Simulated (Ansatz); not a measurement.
## Rutile MgH₂

All values below come from r²SCAN (plane waves, PAW; Ansatz, a program for electronic structure).

Run with plane-wave cutoff 600 eV, 6×6×8 k mesh (along the axes of the cell as run), finite displacements, scalar-relativistic PAW data made under PBE.

Cell (measured lattice):

```cif
data_H4Mg2
_chemical_formula_sum 'Mg2 H4'
_space_group_name_H-M_alt 'P 1'
_space_group_IT_number 1
_cell_length_a 4.50100
_cell_length_b 4.50100
_cell_length_c 3.01000
_cell_angle_alpha 90.000
_cell_angle_beta 90.000
_cell_angle_gamma 90.000
loop_
_space_group_symop_operation_xyz
  'x, y, z'
loop_
_atom_site_label
_atom_site_type_symbol
_atom_site_fract_x
_atom_site_fract_y
_atom_site_fract_z
_atom_site_occupancy
Mg1 Mg 0.00000 0.00000 0.00000 1
Mg2 Mg 0.50000 0.50000 0.50000 1
H1 H 0.30478 0.30478 0.00000 1
H2 H 0.80478 0.19522 0.50000 1
H3 H 0.19522 0.80478 0.50000 1
H4 H 0.69522 0.69522 0.00000 1
```

```json
{
 "electronic dielectric constant ε∞ (mean over three axes)": "3.63",
 "dielectric constant ε0 (ions relaxed) (mean over three axes)": "9.38"
}
```

Note: the cell isn't this level's own, so it is under some stress, which shifts stiffness and frequencies.
